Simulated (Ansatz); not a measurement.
# A short convergence ladder for LaSi2Ru (P2_1/m, 8 atoms in the cell)

```yaml
crystal:
  lattice:
    - [4.56144, 0.00000, 0.00000]
    - [0.00000, 4.14363, 0.00000]
    - [-1.86053, 0.00000, 8.22064]
  atoms:
    - { symbol: La, position: [0.09301, 0.75000, 0.20169] }
    - { symbol: La, position: [0.90699, 0.25000, 0.79831] }
    - { symbol: Si, position: [0.82922, 0.75000, 0.50577] }
    - { symbol: Si, position: [0.17078, 0.25000, 0.49423] }
    - { symbol: Si, position: [0.53867, 0.25000, 0.09215] }
    - { symbol: Si, position: [0.46133, 0.75000, 0.90785] }
    - { symbol: Ru, position: [0.62037, 0.25000, 0.38944] }
    - { symbol: Ru, position: [0.37963, 0.75000, 0.61056] }
```

Base method: LDA (PW92), default PAW files made with PBE (plane waves; Ansatz, a program for electronic structure).

Base settings: basis.ecutwfc = 420 eV; kpoints.mp_grid.grid = 6 6 2; hamiltonian.xc = lda; hamiltonian.pseudopotentials = {kind: paw} (the program's default PAW files); scf.occupations.method = fermi_dirac; scf.occupations.width = 0.1 eV.

Core times come from one kind of shared machine, to one figure; runs under 30 s give none.

**Zone-centre phonons against the cutoff**

In this ladder: phonons.method = dfpt.

The mesh stays at the base's, so the ladder's end is converged at best in this setting alone.

Frequencies are those of the unrelaxed cell, without the LO-TO term of polar crystals.

Only quantities that move along the ladder and can be compared are tabulated.

| basis.ecutwfc | highest zone-centre frequency (cm⁻¹) | core time / last (rough) |
|---|---|---|
| 210 eV | 390.5 | 0.3 |
| 295 eV | 376.9 | 0.4 |
| 420 eV | 379.5 | 0.8 |
| 505 eV | 379.5 | 1 |

Coarsest basis.ecutwfc that holds the highest zone-centre frequency within 1 cm⁻¹ of the last step, with all finer ones: 420 eV; the step before is off by 2.6 cm⁻¹.

On the base run: the starting cell comes from a database of computed structures (which also holds hypothetical and non-ambient phases and stackings), without a prior relaxation at this level. Its lattice was rescaled by up to half a per cent. Spin polarisation is off. In the base run, with a pressure of about -7 GPa the cell is away from its equilibrium volume at this level. Without a gap this mesh is coarse (it stands for a supercell whose shortest vector is 17 Å).

Keys are those of Ansatz 0.2.
